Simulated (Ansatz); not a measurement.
Be3N2 (Ia-3, No. 206), treated with r²SCAN-D4 (Ansatz, a first-principles code, plane waves, PAW).

Settings: plane-wave cutoff 560 eV, 6×6×6 k mesh, Fermi–Dirac smearing 0.01 eV, scalar-relativistic PAW data made under PBE.

On both sides of the equilibrium volume: at 6.477 Å³/atom the pressure is 4.82 GPa and the direct gap at Γ 4.021 eV; at 6.742 Å³/atom they are -4.35 GPa and 3.976 eV. The fitted bulk modulus is 229 GPa.

Work out the volume deformation potential of this gap and its pressure coefficient, in two ways.

a_V = dE_g/d ln V = (3.976 − 4.021)/ln(6.742/6.477) = -1.12 eV. Since dP = −B d ln V, dE_g/dP = −a_V/B = 5 meV/GPa. Straight from the pressures: (4.021 − 3.976)/(4.82 − (-4.35)) = 5 meV/GPa. At this level and over this range the gap at Γ widens under pressure.
